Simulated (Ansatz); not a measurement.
Phonon-limited resistivity of ZrIr₃ (I4/mmm) against temperature in μΩ·cm, PBEsol, DFPT electron-phonon coupling, linearised Boltzmann equation run with Ansatz (a quantum-chemistry and plane-wave program), harmonic crystal at a fixed cell.

```json
[
 {"T": "50 K", "ρ": "1.18"},
 {"T": "77 K", "ρ": "3.4"},
 {"T": "100 K", "ρ": "5.4"},
 {"T": "150 K", "ρ": "…"},
 {"T": "200 K", "ρ": "…"},
 {"T": "250 K", "ρ": "17.4"},
 {"T": "273 K", "ρ": "19.1"},
 {"T": "300 K", "ρ": "21"},
 {"T": "350 K", "ρ": "25"},
 {"T": "400 K", "ρ": "28"},
 {"T": "500 K", "ρ": "36"},
 {"T": "600 K", "ρ": "43"},
 {"T": "800 K", "ρ": "57"}
]
```

**Question.** Some entries are withheld; supply them.

**Answer.** 
- 150 K, ρ: 9.6
- 200 K, ρ: 13.6

A metal at this level (no band gap). Only scattering by harmonic phonons is included (no impurities, grain boundaries, electron-electron scattering or thermal expansion). Spin-orbit coupling is left out, which matters with elements this heavy. Halving the electron mesh (20x20x20) moves the resistivity by up to 10 %. Smearing 0.20 eV; phonons on a 5x5x5 q mesh, which this run doesn't test and which matters most at low temperature.

Computed structure with no diffraction record at hand here (it may be known, metastable or hypothetical): ZrIr3 (I4/mmm).
